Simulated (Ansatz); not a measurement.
InAs: pressure series

Base system: InAs in the zinc blende structure (space group F-43m, No. 216; a = 6.087 Å).

Cell and atoms are relaxed at each pressure.

Method: PBEsol/PAW in Ansatz (an electronic-structure program), scalar-relativistic without spin-orbit coupling.

Notes on the quantities. enthalpy: H = E + PV relative to the base's energy.

```tsv
variant	shortest interatomic distance	enthalpy
base	263.6 pm	–
pressure −2 GPa	___	-0.36 eV/atom
pressure −1 GPa	265.3 pm	-0.18 eV/atom
pressure 0.9 GPa	___	+0.16 eV/atom
pressure 2.1 GPa	260.6 pm	+0.36 eV/atom
pressure 4.5 GPa	257.6 pm	+0.76 eV/atom
pressure 9 GPa	253.1 pm	+1.48 eV/atom
pressure 15 GPa	___	+2.39 eV/atom
pressure 22.5 GPa	243.8 pm	+3.46 eV/atom
pressure 30 GPa	240.1 pm	+4.49 eV/atom
```

Problem. What belongs in the blanks?

Solution. 
- pressure −2 GPa, shortest interatomic distance: 267.1 pm
- pressure 0.9 GPa, shortest interatomic distance: 262.2 pm
- pressure 15 GPa, shortest interatomic distance: 248.4 pm

The mesh was chosen for an insulator and is coarse for the gapless case. Load acts through the strain it causes; cell and atoms are relaxed under it. Stability against distortions was not tested. All final runs are without spin polarisation. Measured, InAs leaves this structure (for rock salt) near 7 GPa (temperature not stated; as listed in Datta, Sujoy, Jana, Debnarayan, arXiv (2020)).
